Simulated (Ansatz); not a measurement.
We consider Sn (model structure, started from the lonsdaleite type, P6₃/mmc, No. 194, 4 atoms in the cell), described by LDA in Ansatz (plane waves, PAW).

Output (set-up and result lines):

```
Relaxation: its limit of steps is 80 (relax.max_steps)
Crystal: 4 atoms, lattice volume = 137.971 Å³
Basis set: ecut = 520 eV, 3743 PW (Γ), exchange–correlation on 72×72×120 points (8 copies of the dense FFT grid, shifted against one another)
Bands: 34, of which v1, the nominal top of the filled ones, is band 28 counted from 1 (27 counted from 0)
Symmetry: 24 space group operations
Space group: P63/mmc (ITA 194), of the structure as read, at distance tolerance 5.2e-5 Å
k-points: 185 of 2592
Functional: x = slater, c = lda
SCF iter   1: F=—  HF=-23518.003317 eV  |F-HF|=—  |Δ(HF+E_count)|=         —  Δρ=6.01e-3  dr2=2.18e-2
SCF iter   2: F=—  HF=-23517.995086 eV  |F-HF|=—  |Δ(HF+E_count)|=   8.23e-3  Δρ=2.68e-3  dr2=4.26e-3
  ...
SCF 1 converged in 7 iterations: F = -23517.993931 eV  dr2 = 5.18e-8
Crystal: 4 atoms, lattice volume = 137.971 Å³
Initial density: handed on by an earlier stage of this run
SCF 2 converged in 5 iterations: F = -23517.993919 eV  dr2 = 1.51e-9
Crystal: 4 atoms, lattice volume = 137.971 Å³
SCF 3 converged in 7 iterations: F = -23517.993944 eV  dr2 = 4.40e-12
Crystal: 4 atoms, lattice volume = 137.971 Å³
SCF iter   2: F=—  HF=-23517.993944 eV  |F-HF|=—  |Δ(HF+E_count)|=   1.68e-5  Δρ=9.39e-8  dr2=6.23e-12
SCF iter   3: F=-23517.993944 eV  HF=-23517.993944 eV  |F-HF|=7.28e-12  |Δ(HF+E_count)|=  7.28e-12  Δρ=6.37e-8  dr2=3.66e-12
SCF 4 converged in 3 iterations: F = -23517.993944 eV  dr2 = 3.66e-12
SCF converged after 3 iterations
Free energy (F): -23517.993944 eV
Internal energy: -23517.991941 eV  (E = F + TS)
E sigma→0 (E₀):  -23517.992942 eV
Fermi energy:    7.459221 eV
--- Forces (eV/Å), atoms counted from 1 ---
  atom   1  Sn    -0.00000000     0.00000000    -0.00008635
  atom   2  Sn     0.00000000    -0.00000000    -0.00008635
  atom   3  Sn     0.00000000    -0.00000000     0.00008635
  atom   4  Sn    -0.00000000     0.00000000     0.00008635
--- Stress (GPa, compression-positive) ---
       -0.851765       0.000000       0.000000
        0.000000      -0.851765       0.000000
        0.000000       0.000000      -0.857405
  P = ⅓ Tr σ = -0.8536 GPa (-8.536 kbar)
```

Q: Write an input file that could have produced this run (the log leaves some choices open).

A: One answer among several that fit: 
Ansatz 0.2 input:
```yaml
crystal:
  lattice:
    - [4.5916852661, 0.0, 0.0]
    - [-2.2958426331, 3.9765160867, 0.0]
    - [0.0, 0.0, 7.5563801354]
  atoms:
    - { symbol: Sn, position: [0.3333333333, 0.6666666667, 0.0627832518] }
    - { symbol: Sn, position: [0.6666666667, 0.3333333333, 0.5627832518] }
    - { symbol: Sn, position: [0.6666666667, 0.3333333333, 0.9372167482] }
    - { symbol: Sn, position: [0.3333333333, 0.6666666667, 0.4372167482] }
basis:
  ecutwfc: 520
  ecutrho_ratio: 4
  xc_grid: 2
kpoints:
  mp_grid: { grid: [18, 18, 8] }
hamiltonian:
  xc: lda
  dispersion: none
  pseudopotentials: { kind: paw }
scf:
  occupations: { method: fermi_dirac, width: 0.05 }
output:
  forces: true
  stress: true
  eigenvalues: true
relax:
  f_tol: 0.004
  escape_saddle: false
  max_steps: 80
  cell: { stress_tol: 0.02, fix: [volume] }
```

The cell is one volume of an energy–volume scan, off the minimum.

The PAW data were made under PBE.

Note: the relaxation could raise the start's symmetry but not lower it, so the cell can be a saddle point.

A model structure was made by putting elements into a prototype or built by hand; it is no filed structure, need not be a known phase, and can be a saddle point held by its symmetry.

Ansatz is a quantum-chemistry and plane-wave program.
